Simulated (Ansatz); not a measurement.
Take Na2Te in the anti-fluorite structure (space group Fm-3m, No. 225; a = 7.246 Å) as the base.

Method: PBEsol (Ansatz, a quantum-chemistry and plane-wave program; PAW; 420 eV plane waves; spin-orbit coupling left out).

For the base:

The hole mass is 0.28, 1.6, 1.6 mₑ (at Γ).

It is then changed as follows: an isotropic linear strain of −2.50 %; the atoms relax in the strained cell.

Predict the new mean gap deformation potential ΔEg/Δln V.

The mean gap deformation potential ΔEg/Δln V is -2.7 eV.

Estimate the effect on the energy relative to the base.

The energy increases by 12 meV/atom.

How does this affect the hole mass?

The hole mass (degenerate bands, along [100]) changes from 0.28, 1.6, 1.6 mₑ (at Γ) to 0.28, 1.5, 1.5 mₑ (at Γ).

With Te present, leaving out spin-orbit coupling can change the band edges. Effective masses come from finite differences of ±0.01 Å⁻¹. No phonon test of stability was made.
